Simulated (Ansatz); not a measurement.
## Defect calculation: Mn on the Si site (Mn_Si) in silicon

Computed with PBE, PAW (plane waves to 420 eV; Ansatz, a first-principles code). The supercell holds 64 host sites (2×2×2 repeats of the unit cell), with a 2×2×2 shifted k-point sampling for the final energies. Site at the start: the Si site. Finite-size correction: monopole term and site-potential alignment. Dielectric constants: PBE linear response of the host. Host gap at this level: 0.61 eV. These values are not converged in cell size to better than tenths of an eV. Levels are measured in PBE's own, too narrow, gap. Spin–orbit coupling is left out, and no Hubbard U is applied to the open shells. Each state is the lowest found from its start.

Formation energies E_f are given with the Fermi level at the valence-band maximum. Chemical conditions: host crystal and elements as references (Δμ(Si) = 0.00 eV, Δμ(Mn) = 0.00 eV; Mn taken from its element, since no compound that bounds it was computed at this level; only phases computed here count, gases as isolated molecules at 0 K). Reference phases: Mn: fcc-type Mn, layered antiferromagnet, Si: silicon.

```tsv
charge	moment (μB)	largest move off a lattice site (Å)	image correction with alignment (eV)	E_f, host crystal and elements as references (eV)	above the lowest spin state (eV)
+1†	2.0	0.03	0.13	–	0.00
+1*	not spin-polarised	0.06	–	–	0.85
0†	3.0	0.02	0.00	2.07	0.00
0†	3.0	0.02	0.00	2.07	0.00
−1†	4.0	0.06	0.09	–	0.00
−1†	not spin-polarised	0.09	0.12	–	0.10
−2†	5.0	0.03	0.41	–	0.00
−2†	1.0	0.10	0.46	–	0.15
```

* At this level the carrier isn't localised at the defect: . Such a state is shallow or no state of the defect, and this cell gives it no level.

† Not settled in this cell, so no level is given: charge +1: level within 0.1 eV of a band edge or past it; charge 0: a level filled in part; charge −1: level within 0.1 eV of a band edge or past it; charge −2: carriers not clearly localised, level within 0.1 eV of a band edge or past it.

Starting moments that weren't kept: charge 0 began with 1 μB and ended with 3.0.

All states together cost roughly 100 core-minutes.
